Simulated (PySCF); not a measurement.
PySCF 2.14.0, unrestricted R2SCAN/def2-tzvp, df: Al(Me)(F)2 triplet ([CH3][Al]([F])[F]), charge 0, multiplicity 3, 7 atoms. The geometry is a generated start, not checked to be a minimum at this level.

```
Property                      Result
-------------------  ---------------
task                          energy
method                        r2scan
basis                      def2-tzvp
two-electron scheme  density fitting
mol.max_memory               3000 MB
mf.max_cycle                     100
mf.init_guess        minao (default)
mf.DIIS              CDIIS (default)
mf.diis_space            8 (default)
mf.conv_tol          1e-09 (default)
mf.grids.level           3 (default)
basis functions                  148
grid points                    91248
```

```xyz
7

Al     0.8234     0.6308     0.0326
C     -0.7403    -0.5709    -0.0268
H     -0.5537    -1.4376    -0.6604
H     -1.6075    -0.0402    -0.4185
H     -0.9875    -0.9519     0.9638
F      0.7674     2.1882    -0.5087
F      2.2981     0.1816     0.6181
```

Charge 0 and multiplicity 3 are set for this test and not shown to be the ground state.

One run each on 2 threads, 1 BLAS thread. Values of level_shift (Hartree) tried: 0 (default), 0.1, 0.3, 1.

Problem. How does the count of Fock builds change with level_shift (Hartree), and where is it least?

Solution. Fewest Fock builds: 0 (default) with 15. The count rises to 22 at 0.1. The run ends without SCF convergence in 100 cycles at 0.3, 1.

| level_shift (Hartree) | Fock builds | end |
|---|---|---|
| 0 (default) | 15 | same solution |
| 0.1 | 22 | same solution |
| 0.3 | 37 | no convergence |
| 1 | 101 | no convergence |
